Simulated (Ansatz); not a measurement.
Consider Ru in the hcp (Mg type) structure (space group P6_3/mmc, No. 194).

Space group P6₃/mmc (No. 194); a = 2.6919 Å, b = 2.6919 Å, c = 4.2456 Å, α = 90.00°, β = 90.00°, γ = 120.00°

```csv
atom,site,symmetry,x,y,z
Ru,2d,-6m2,0.6667,0.3333,0.2500
```

The values are results of plane-wave PAW DFT at the PBEsol level (Ansatz, an electronic-structure program, 420 eV), scalar-relativistic without spin-orbit coupling, not measurements.

Before the change:

| Quantity | Result |
|---|---|
| Volume per atom | 13.32 Å³ |

Perturbation: cell and atoms relaxed at a pressure of 3 GPa.

Problem. What does the calculation give for the volume per atom after the change?

Solution. The volume per atom decreases by 0.11 Å³ (13.32 Å³ → 13.21 Å³).

Load acts through the strain it causes; cell and atoms are relaxed under it. No phonon test of stability was made. All final runs are without spin polarisation.
